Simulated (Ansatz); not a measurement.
The parent structure is CdO in the rock salt structure (space group Fm-3m, No. 225; a = 4.768 Å).

Modification: every Cd is replaced by Mg, then cell and atoms are relaxed.

Computed with DFT with PBE, PAW potentials and a 420 eV plane-wave cutoff in Ansatz (an electronic-structure program), no SOC, earlier PAW set.

Q: Give the band edges at the high-symmetry points of the new zone, measured from its valence-band maximum.

A: 
```csv
point,valence edge (eV),conduction edge (eV)
Γ,0.00,4.46
X,-1.30,9.11
U,-1.10,9.96
K,-1.10,9.96
L,-0.62,7.73
W,-1.71,11.46
```

The gap is 4.46 eV, direct at Γ.

Whether these cells are dynamically stable was not tested. All final runs are without spin polarisation.
